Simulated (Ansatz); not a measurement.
Consider HfO2 in the fluorite structure (space group Fm-3m, No. 225).

```xyz
3
Lattice="0.0000 2.5219 2.5219 2.5219 0.0000 2.5219 2.5219 2.5219 0.0000" Properties=species:S:1:pos:R:3 pbc="T T T"
Hf     0.0000     0.0000     0.0000
O      1.2609     1.2609     1.2609
O      3.7828     3.7828     3.7828
```

Cartesian axes are those of the cell as printed.

The values are results of Kohn–Sham DFT with the PBEsol functional, run in Ansatz (a quantum-chemistry and plane-wave program) with PAW and 420 eV plane waves, no spin-orbit coupling, not measurements.

Base values:

```
Quantity                        Result
-----------------------------  -------
Shortest interatomic distance  2.184 Å
Band gap                       3.69 eV
```

One thing is altered: tensor shear ε_xy = +0.86 % (engineering shear γ = 0.0172), atoms relaxed at fixed cell.

Problem. What happens to the shortest interatomic distance?

Solution. The shortest interatomic distance falls by 0.009 Å, from 2.184 Å to 2.175 Å.

Problem. Estimate the effect on the stress.

Solution. The stress (xx, yy, zz, yz, xz, xy; compression positive) is (0.04, 0.04, 0.04, 0.00, 0.00, -1.20) GPa.

Problem. What happens to the energy relative to the base?

Solution. The energy grows by 0.7 meV/atom.

Problem. What happens to the band gap?

Solution. The band gap is still 3.69 eV.

Spin-orbit coupling, missing from the scalar runs, can matter with Hf. The cells carry an imposed strain or load. Whether these cells are dynamically stable was not tested. This is not the structure that HfO2 has at room temperature and ambient pressure.
